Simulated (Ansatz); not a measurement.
Base system: Si in the diamond structure (space group Fd-3m, No. 227).

```cif
data_Si8
_chemical_formula_sum 'Si8'
_space_group_name_H-M_alt 'Fd-3m :1'
_space_group_IT_number 227
_space_group_name_Hall 'F 4d 2 3 -1d'
_cell_length_a 5.43376
_cell_length_b 5.43376
_cell_length_c 5.43376
_cell_angle_alpha 90.000
_cell_angle_beta 90.000
_cell_angle_gamma 90.000
loop_
_atom_site_label
_atom_site_type_symbol
_atom_site_symmetry_multiplicity
_atom_site_Wyckoff_symbol
_atom_site_fract_x
_atom_site_fract_y
_atom_site_fract_z
_atom_site_occupancy
Si1 Si 8 a 0.00000 0.00000 0.00000 1
```
(The calculation used a cell of 2 atoms; values per cell refer to that cell.)

Levels (all Ansatz, a program for electronic structure, PAW): PBEsol (420 eV, scalar-relativistic without spin-orbit coupling); HSE06 (420 eV, spin-orbit coupling left out).

The geometry is relaxed with PBEsol.

* **PBEsol band gap**: 0.47 eV

With HSE06 at the same geometry, the band gap increases by 0.665 eV (0.47 eV → 1.13 eV).

Single points use the geometry relaxed with PBEsol. HSE06 gaps are upper bounds (no full band path). Stability against distortions was not tested.
